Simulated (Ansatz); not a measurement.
# Effect of tensor shear ε_yz = +2.28 % on CdTe

The reference is CdTe in the zinc blende structure (space group F-43m, No. 216; a = 6.558 Å). Axes: x, y, z lie along the cube axes.

Now apply this change: a pure shear with ε_yz = ε_zy = 0.0228; the atoms relax in the strained cell.

The values are results of plane-wave PAW DFT at the r2SCAN level (Ansatz, an electronic-structure program, 500 eV), without spin-orbit coupling, not measurements. k-mesh 9×9×9 (Γ-centred); smearing 0.05 eV (Fermi–Dirac).

```csv
quantity,base,changed,shift
space group,F-43m (No. 216),Imm2 (No. 44),–
shortest interatomic distance,5.366 bohr,5.351 bohr,-0.015 bohr
energy relative to the base (free energy F),0 meV/atom,+4.5 meV/atom,+4.5 meV/atom
"pressure (mean of the normal stresses, compression positive)",0.0 kbar,-0.1 kbar,-0.05 kbar
band gap,1.17 eV,1.03 eV,-0.14 eV
gap character,direct at Γ,direct at Γ,–
"valence-band top at Γ (three highest levels, from the VBM)","0.00, 0.00, 0.00 eV","0.00, -0.14, -0.23 eV",–
"valley order (the lowest conduction-band minima on the path, energy above the VBM, named in the base's zone)",Γ 1.17 eV; L along ⟨111⟩ 2.20 eV,Γ 1.03 eV; L along [1-11] 1.92 eV; L along [111] 2.24 eV,–
"stress (xx, yy, zz, yz, xz, xy; compression positive)",–,"(-0.02, 0.00, 0.00, -0.91, 0.00, 0.00) GPa",–
```

Final structure:

```
CdTe
1.0
    0.00000     3.35356     3.35356
    3.27881     0.07476     3.27881
    3.27881     3.27881     0.07476
Te Cd
1 1
Direct
  0.74547   0.75453   0.75453
  0.00453   0.99547   0.99547
```

Spin-orbit coupling, missing from the scalar runs, can matter with Te. Stability against distortions was not tested. k-point labels follow each cell's own Brillouin zone.
